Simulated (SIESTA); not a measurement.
Input and output of a self-consistent single point for Os (P6_3/mmc, 4 atoms in the cell) (SIESTA).

Level of theory: GGA PBE, numerical atomic orbitals DZP, PseudoDojo PBE standard norm-conserving potentials (rewritten from UPF to PSML) in SIESTA.

The change in words: lattice scaled by 0.98. Reference geometry:
```
CELL_PARAMETERS angstrom
      2.74343     0.00000     0.00000
     -1.37171     2.37588     0.00000
      0.00000     0.00000     8.82699
ATOMIC_POSITIONS crystal
  Os 0.00000 0.00000 0.00000
  Os 0.00000 0.00000 0.50000
  Os 0.33333 0.66667 0.25000
  Os 0.66667 0.33333 0.75000
```

Reference input (self-consistent single point, DFT, GGA PBE, numerical atomic orbitals DZP, PseudoDojo PBE standard norm-conserving potentials (rewritten from UPF to PSML)): XC.functional = GGA; XC.authors = PBE; potentials = PseudoDojo PBE standard; PAO.BasisSize = DZP; PAO.EnergyShift = 0.01 Ry; MeshCutoff = 300 Ry; kgrid.MonkhorstPack = 9 9 3; OccupationFunction = MP; OccupationMPOrder = 0; ElectronicTemperature = 0.1 eV; MaxSCFIterations = 150; SCF.Mixer.Method = Broyden. This run's input differs from it in these lines:

```diff
@@ -11,5 +11,5 @@
 %block LatticeVectors
-     5.184323783    0.000000000    0.000000000
-    -2.592161892    4.489754946    0.000000000
-     0.000000000    0.000000000   16.680593605
+     5.080636400    0.000000000    0.000000000
+    -2.540319145    4.399958940    0.000000000
+     0.000000000    0.000000000   16.346981355
 %endblock LatticeVectors
@@ -18,5 +18,5 @@
      0.000000000    0.000000000    0.000000000  1
-     0.000000000    0.000000000    8.340296802  1
-    -0.000002592    2.993171461    4.170148401  1
-     2.592164484    1.496583485   12.510445204  1
+     0.000000000    0.000000000    8.173490677  1
+    -0.000003170    2.933307427    4.086745339  1
+     2.540320426    1.466651513   12.260236016  1
 %endblock AtomicCoordinatesAndAtomicSpecies
```

Output, abridged:

```
        iscf     Eharris(eV)        E_KS(eV)     FreeEng(eV)     dDmax    Ef(eV) dHmax(eV)
   scf:    1   -10980.478175   -11006.808079   -11006.826442  1.112362 -1.313318  5.487484
   scf:    2   -11008.560813   -11007.702220   -11007.720243  0.071465 -1.532545  4.563303
   scf:    3   -11010.750571   -11009.646951   -11009.666258  0.318507 -2.620820  0.041358
   scf:    4   -11009.647553   -11009.647292   -11009.666551  0.001296 -2.620039  0.028298
   scf:    5   -11009.647860   -11009.647718   -11009.666757  0.003671 -2.620919  0.054431
   [... 3 lines left out ...]
   scf:    9   -11009.647967   -11009.647973   -11009.666946  0.000127 -2.627358  0.001575
   scf:   10   -11009.647960   -11009.647966   -11009.666947  0.000139 -2.627636  0.001337
   scf:   11   -11009.647958   -11009.647962   -11009.666947  0.000076 -2.627760  0.001113
   scf:   12   -11009.647959   -11009.647961   -11009.666947  0.000047 -2.627827  0.000850
SCF Convergence by DM+H criterion
max |DM_out - DM_in|         :     0.0000465770
max |H_out - H_in|      (eV) :     0.0008502024
SCF cycle converged after 12 iterations

Using DM_out to compute the final energy and forces

siesta: E_KS(eV) =           -11009.6480

siesta: E_KS - E_eggbox =    -11009.6480

siesta: Atomic forces (eV/Ang):
     1    0.000000    0.000000    0.000004
     2    0.000000   -0.000000   -0.000004
     3   -0.000031    0.000019    0.000075
     4    0.000031   -0.000019   -0.000075
   Tot    0.000000   -0.000000   -0.000000
   Max    0.000075
   Res    0.000034    sqrt( Sum f_i^2 / 3N )
   Max    0.000075    constrained

Stress tensor Voigt[x,y,z,yz,xz,xy] (kbar):     -212.07     -211.98     -229.40        0.00       -0.00        0.08
(Free)E + p*V (eV/cell)   -11002.3051
   [... lines left out ...]
siesta: FreeEng =    -11009.666947
siesta: Cell volume =         54.151153 Ang**3
siesta:         217.81594100        217.81878473  kBar
   [... lines left out ...]
              0.342   1.396   1.415   1.434   1.415   1.396  -0.114  -0.114

             -0.142  -0.114  -0.114

mulliken: Qtot =       64.000

Mulliken Atomic Populations:
Atom #   charge [q] valence [e]  Species
     1    -0.004819   16.004819  Os
     2    -0.004791   16.004791  Os
     3     0.004806   15.995194  Os
     4     0.004804   15.995196  Os
 Total     0.000000
```

The run converged in 12 iterations. Against the reference run the free energy rises by 37.3 meV/atom and the pressure goes from -5.87 to 21.78 GPa.

The starting cell was generated: these elements placed on a structure prototype, without a prior relaxation; it need not be a known phase or ordering of this composition. Its lattice was rescaled by a random factor within 2.5 % of one. For this run, on top of that: lattice scaled by 0.98. Spin polarisation is off. Values carry the incompleteness of an atom-centred basis. With a pressure of about 22 GPa the cell is away from its equilibrium volume at this level.
